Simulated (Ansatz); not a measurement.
Ansatz (a program for electronic structure) run on a sheet of GaP (2 atoms in the cell): self-consistent single point.

Method of the run: PBEsol, harder PAW files (source: ansatz) made with PBE (plane waves; Ansatz).

```
CELL_PARAMETERS angstrom
      3.73493     0.00000     0.00000
     -1.86746     3.23454     0.00000
      0.00000     0.00000    14.00000
ATOMIC_POSITIONS crystal
  Ga 0.66667 0.33333 0.50000
  P  0.33333 0.66667 0.50000
```

Reference input (self-consistent single point, DFT, PBEsol, plane waves, harder PAW files (source: ansatz) made with PBE): basis.ecutwfc = 1020 eV; kpoints.mp_grid.grid = 10 10 1; hamiltonian.xc = pbesol; hamiltonian.pseudopotentials = {kind: paw, source: ansatz}; scf.occupations.method = cold; scf.occupations.width = 0.1 eV. This run's input differs from it in these lines:

Ansatz 0.2 input:
```diff
@@ -10,3 +10,3 @@
 basis:
-  ecutwfc: 1020.0
+  ecutwfc: 610.0
 kpoints:
```

Log, with long lists cut:

```
SCF iter   1: F=—  HF=-9111.953561 eV  |F-HF|=—  |Δ(HF+E_count)|=         —  Δρ=3.86e-2  dr2=2.05e0  ethr=3.10e-3  ⟨swp⟩=8.3  Hψ=1660  notcnv=0
all-band conjugate gradients solve this SCF's bands
preconditioner: auto → Resta (q_TF=auto, 1.997 Å⁻¹)
SCF iter   2: F=—  HF=-9111.336545 eV  |F-HF|=—  |Δ(HF+E_count)|=   6.17e-1  S|Δr|=    0.00e0  Δρ=1.89e-2  dr2=2.70e-1  ethr=3.10e-3  ⟨swp⟩=3.0  Hψ=629  notcnv=0
   [... lines left out ...]
SCF iter   6: F=—  HF=-9111.280622 eV  |F-HF|=—  |Δ(HF+E_count)|=   2.85e-4  S|Δr|=    0.00e0  Δρ=5.71e-5  dr2=7.78e-6  ethr=2.27e-6  ⟨swp⟩=2.0  Hψ=302  notcnv=0
SCF iter   7: F=—  HF=-9111.280714 eV  |F-HF|=—  |Δ(HF+E_count)|=   9.25e-5  S|Δr|=    0.00e0  Δρ=5.85e-6  dr2=6.08e-8  ethr=3.85e-10  ⟨swp⟩=10.3  Hψ=1714  notcnv=0
SCF iter   8: F=-9111.280714 eV  HF=-9111.280714 eV  |F-HF|=6.18e-11  |Δ(HF+E_count)|=   3.51e-8  S|Δr|=    0.00e0  Δρ=6.62e-7  dr2=5.24e-10  ethr=2.34e-10  ⟨swp⟩=3.6  Hψ=983  notcnv=0
SCF 1 converged in 8 iterations: F = -9111.280714 eV  dr2 = 5.24e-10
Stability not checked (fill_not_monotonic)
Free energy (F): -9111.280714 eV
Internal energy: -9111.280714 eV  (E = F + TS)
E sigma→0 (E₀):  -9111.280714 eV
Fermi energy:    -1.113886 eV
--- Forces (eV/Å), atoms counted from 1 ---
  atom   1  Ga     0.00000000     0.00000000     0.00000000
  atom   2  P     -0.00000000    -0.00000000     0.00000000
--- Stress (GPa, compression-positive) ---
        3.657295       0.000000       0.000000
        0.000000       3.657295       0.000000
        0.000000       0.000000      -0.008189
  P = ⅓ Tr σ = 2.4355 GPa (24.355 kbar)
  The stress holds the Pulay correction. Without it, at fixed plane waves, as pw.x and ABINIT print it: P = -16.4315 GPa
```

The run converged in 8 iterations. Against the reference run the free energy rises by 1.29 eV/atom and the gap on the mesh stays at 2.437 eV.

The starting cell was generated: these elements placed on a structure prototype, without a prior relaxation; it need not be a known phase or ordering of this composition. The cutoff lies below the one recommended for these files.
